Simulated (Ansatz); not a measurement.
Take BAs in the zinc blende structure (space group F-43m, No. 216; a = 4.809 Å) as the base.

All numbers come from Kohn–Sham DFT with the PBE functional, run in Ansatz (a program for electronic structure) with PAW and 420 eV plane waves, spin-orbit coupling left out, earlier PAW set.

Base values:

The band gap comes out as 1.21 eV and the shortest interatomic distance is 2.083 Å. The gap character is indirect, Γ → Γ–X (82 % along).

Modification: every As is replaced by Bi; the structure is relaxed again.

Tabulated Pauling electronegativity and covalent radius: As 2.18, 1.19 Å; Bi 2.02, 1.48 Å.

### Question
What does the calculation give for the band gap, shortest interatomic distance and gap character after the change?

### Answer
The band gap shrinks by 1.07 eV to 0.14 eV; the shortest interatomic distance rises by 0.309 Å to 2.392 Å; the gap character becomes direct at Γ (base: indirect, Γ → Γ–X (82 % along)).

With Bi present, leaving out spin-orbit coupling can change the band edges. Stability against distortions was not tested. As relaxed here, BiB is a hypothetical phase, not in the database extracts checked. A zero or small gap of BiB can be the functional's error rather than a property of the material.
